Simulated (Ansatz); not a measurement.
Consider B (space group R-3m, No. 166; a = 4.876 Å, c = 12.499 Å (hexagonal axes)). Axes: x lies along a and z along c of the hexagonal cell.

All numbers come from PBEsol (Ansatz, a quantum-chemistry and plane-wave program; PAW; 420 eV plane waves; no SOC).

Strains are applied to the cell and any free atomic positions relax; under biaxial strain the out-of-plane vector relaxes too.

One change was made to it. Results:

The energy increases by 33 meV/atom; the shortest interatomic distance decreases by 0.011 Å (1.667 Å → 1.656 Å).

**Question.** Name the change that was made.
A) biaxial strain −3.44 %, plane normal [001], relaxed out of plane
B) isotropic strain −0.60 %
C) biaxial strain +1.43 %, plane normal [001], relaxed out of plane

**Answer.** A, biaxial strain −3.44 %, plane normal [001], relaxed out of plane. For comparison, the energy relative to the base in the other runs: biaxial strain +1.43 %, plane normal [001], relaxed out of plane gives +5.1 meV/atom; isotropic strain −0.60 % gives +1.6 meV/atom.

Stability against distortions was not tested.
